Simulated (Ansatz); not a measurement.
The reference is MoS$_{2}$ (space group P6_3/mmc, No. 194; a = 3.1090 Å, c = 11.7090 Å; layered, stacked along the Cartesian z axis). Axes: x lies along a and z along c of the hexagonal cell.

Calculations: DFT with PBEsol-D3(BJ), PAW potentials and a 420 eV plane-wave cutoff in Ansatz (an electronic-structure program), no spin-orbit coupling.

Perturbation: an isotropic linear strain of +2.40 %, atoms relaxed at fixed cell.

### Question
Predict the stress tensor and what it implies for the stiffness.

### Answer
Stress of the strained cell less that of the base (GPa, compression positive):
```
  -6.92    0.00    0.00
   0.00   -6.92    0.00
   0.00    0.00   -2.20
```

Then B = −ΔP/(ΔV/V₀) with ΔV/V₀ = 0.0737 gives secant stiffness values (nonlinear terms included at this strain): B (at held cell shape, above the free-shape value) ≈ 72 GPa.

As a check, the harmonic strain energy −½ V₀ Δσ:ε is 20 meV/atom; the computed energy rise is 21 meV/atom.

Stability against distortions was not tested.
